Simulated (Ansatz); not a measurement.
RbBiF6: pressure 1.5 GPa

The reference is RbBiF6 (space group R-3, No. 148; a = 7.7116 Å, c = 7.7974 Å (hexagonal axes)).

It is then changed as follows: a hydrostatic pressure of 1.5 GPa.

Calculations: r2SCAN, PAW, 500 eV (Ansatz, a first-principles code; no SOC). Settings: 7×7×7 k-points, 0.05 eV Fermi–Dirac smearing.

```json
[
 {"quantity": "volume per atom", "base": "16.73 Å³", "changed": "15.62 Å³", "shift": "-1.11 Å³"},
 {"quantity": "density", "base": "5.07 g/cm³", "changed": "5.43 g/cm³", "shift": "+0.36 g/cm³"},
 {"quantity": "lattice parameter a", "base": "7.712 Å", "changed": "7.552 Å", "shift": "-0.1594 Å"},
 {"quantity": "c/a ratio", "base": "1.011", "changed": "1.005", "shift": "-0.006"},
 {"quantity": "shortest interatomic distance", "base": "2.006 Å", "changed": "2.003 Å", "shift": "-0.003 Å"},
 {"quantity": "enthalpy H = E + PV relative to the base's energy", "base": "–", "changed": "+0.15 eV/atom", "shift": "–"},
 {"quantity": "band gap", "base": "3.87 eV", "changed": "3.85 eV", "shift": "-0.02 eV"},
 {"quantity": "gap character", "base": "indirect, L → Γ", "changed": "indirect, T → Γ", "shift": "–"}
]
```

With Bi present, leaving out spin-orbit coupling can change the band edges. Load acts through the strain it causes; cell and atoms are relaxed under it. Stability against distortions was not tested.
